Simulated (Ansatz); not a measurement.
## C interstitial (bcc W host)

Computed with PBE, PAW (plane waves to 420 eV; Ansatz, a quantum-chemistry and plane-wave program). Set-up: 54-site cell; 4×4×4 shifted k-points; start: octahedral site; no spin–orbit coupling; energies good to tenths of an eV; the relaxation kept the symmetry of the starting site.

Neighbours after relaxation, in Å: of the C atom: W 1.94, W 1.94, W 2.21, W 2.21, W 2.21, W 2.21.

Formation energies E_f are those of the neutral cell. Chemical conditions: impurity bounded by its compound with the host (Δμ(C) = -0.29 eV, bounded by hexagonal WC; only phases computed here count, gases as isolated molecules at 0 K). Reference phases: C: graphite.

The name describes the start; the neighbours show where the added atom ended.

| charge | moment (μB) | point group | largest move off a lattice site (Å) | E_f, impurity bounded by its compound with the host (eV) |
|---|---|---|---|---|
| 0 | not spin-polarised | D4h | 0.35 | 2.33 |

Point groups are those of the whole cell at tolerances of 0.03 and 0.1 Å ("near" where only the looser one holds); none is given for unsettled states.

No other site or start that was run ended lower by more than 0.1 eV.
